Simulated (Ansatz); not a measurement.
A computed series for Ti: response to strain

The parent structure is Ti in the hcp (Mg type) structure (space group P6_3/mmc, No. 194; a = 2.864 Å, c = 4.537 Å; relaxed with 0.1 eV smearing). Axes: x lies along a and z along c of the hexagonal cell.

Strains are applied to the cell and any free atomic positions relax.

Method: LDA in Ansatz (plane waves to 420 eV, PAW, scalar-relativistic without spin-orbit coupling).

Notes on the quantities. energy relative to the base: free energy F.

| uniaxial strain ε_zz (%) | energy relative to the base (meV/atom) |
|---|---|
| -3 | 9.7 |
| -2.5 | 6.7 |
| -2 | ? |
| -1.5 | 2.4 |
| -1 | 1.0 |
| -0.5 | 0.3 |
| 0 | 0.0 |

Fit ΔE = Aε² + Bε³ (ε in %) to the rows shown and predict the withheld row.

Least squares on the printed values gives A = 1.04 and B = -0.013 meV/atom (largest residual 0.1 meV/atom); this predicts 4.3 meV/atom, and the run gives 4.2 meV/atom, in agreement.

Whether these cells are dynamically stable was not tested. All final runs are without spin polarisation.

Ansatz is a first-principles code.
